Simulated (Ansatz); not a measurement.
Input:

```
CELL_PARAMETERS angstrom
      2.46549     0.00000     0.00000
     -1.23274     2.13518     0.00000
      0.00000     0.00000     5.28906
ATOMIC_POSITIONS crystal
  B  0.33333 0.66667 0.25000
  B  0.66667 0.33333 0.75000
  N  0.33333 0.66667 0.75000
  N  0.66667 0.33333 0.25000
```

No spin polarisation.

All numbers come from r2SCAN+rVV10, PAW, 500 eV (Ansatz, a program for electronic structure; no spin-orbit coupling). Γ-centred 15×15×5 mesh, Fermi–Dirac width 0.05 eV.

Task: Predict the width of the top valence band and band gap.

Result: 
```json
{
  "width_of_the_top_valence_band": "3.66 eV",
  "band_gap": "4.55 eV"
}
```

From pressure 22.5 GPa on, the axis ratios lie over 15 % from the base's, so the cell there is far from its starting form. Load acts through the strain it causes; cell and atoms are relaxed under it. No phonon test of stability was made. No other phases were tried under pressure. The cell was made from BN in the h-BN type structure (space group P6_3/mmc, No. 194; layered, stacked along the Cartesian z axis) by this change: pressure 22.5 GPa.
